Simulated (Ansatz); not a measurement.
The starting structures come from a database of crystals and need not be the phases stable at ambient conditions.

 Where the default PAW files enter, the runs use the earlier of Ansatz's two default sets.

By PBEsol, the system below comes out a metal.

Consider the following.

```
InSb
1.0
    3.22401     0.00000     0.00000
    0.00000     5.97014     0.00000
    1.61200     2.98507     3.14102
In Sb
1 1
Direct
  0.40234   0.50000   0.00000
  0.84849   0.00000   0.00000
```

Space group of this cell: Imm2. The cell is strained (all lengths scaled by 1.02); by PBEsol its mean pressure is -5.0 GPa.

The current flows along the normal of the first two printed cell vectors. No spin-orbit coupling; the value is a mean over 0.1 eV about the Fermi level.

**Question.** Give the ballistic conductance per area that PBEsol run with Ansatz (a program for electronic structure) yields.

**Answer.** 0.63 × 10¹⁵ S/m² for both spins.
